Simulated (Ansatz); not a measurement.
Results of PBEsol in Ansatz (plane waves, PAW) for CsCl-type YCu (cell taken from a computed entry).

Numerical settings: plane-wave cutoff 520 eV, 16×16×16 k mesh, Fermi–Dirac smearing 0.05 eV, no spin polarisation, scalar-relativistic PAW data made under PBE.

Cell (relaxed at this level):

```cif
data_CuY
_chemical_formula_sum 'Y1 Cu1'
_space_group_name_H-M_alt 'P 1'
_space_group_IT_number 1
_cell_length_a 3.42430
_cell_length_b 3.42430
_cell_length_c 3.42430
_cell_angle_alpha 90.000
_cell_angle_beta 90.000
_cell_angle_gamma 90.000
loop_
_space_group_symop_operation_xyz
  'x, y, z'
loop_
_atom_site_label
_atom_site_type_symbol
_atom_site_fract_x
_atom_site_fract_y
_atom_site_fract_z
_atom_site_occupancy
Y1 Y 0.00000 0.00000 0.00000 1
Cu1 Cu 0.50000 0.50000 0.50000 1
```

Question: Predict the bulk modulus B0.

Answer: 
- bulk modulus B0: 78.3 GPa

The run finds no gap.

Note: the bulk modulus is −V dP/dV from two relaxed cells at ±2 % in volume; the relaxation could not lower the start's symmetry, so the cell can be a saddle point above a distorted one.

The computed numbers hold no vibrational or temperature effects.

Cost on a shared machine: around 100 core-seconds (rough).

Ansatz is an electronic-structure program.
